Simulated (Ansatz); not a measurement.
Quartz-high SiO2 (high-temperature phase) was calculated with LDA (Ansatz, a program for electronic structure, plane waves, PAW).

Numerical settings: plane-wave cutoff 520 eV, 12×12×6 k mesh (along the axes of the cell as run), Fermi–Dirac smearing 0.01 eV, scalar-relativistic PAW data made under PBE.

Cell (relaxed at this level):

Space group P6₂22 (No. 180); a = b = 5.039 Å, c = 5.525 Å, α = β = 90.00°, γ = 120.00°

| atom | site | symmetry | x | y | z |
|---|---|---|---|---|---|
| Si | 3c | 222 | 0.5000 | 0.0000 | 0.0000 |
| O | 6j | ..2 | 0.4156 | 0.2078 | 0.1667 |

Give the computed bulk modulus, band gap, smallest direct gap on the k points sampled and pressure derivative B′ of the bulk modulus.


* **bulk modulus**: 139 GPa
* **band gap**: 5.49 eV (indirect)
* **smallest direct gap on the k points sampled**: 5.68 eV
* **pressure derivative B′ of the bulk modulus**: 2.1

Note: symmetry holds this phase in the static calculation, where it need not be a minimum; held by symmetry at 0 K, a high-temperature phase can be a saddle point; the bulk modulus comes from volumes at which shape and atoms were relaxed.

The computed numbers hold no vibrational or temperature effects.

It cost about 14 core-minutes (a rough figure) of CPU time.
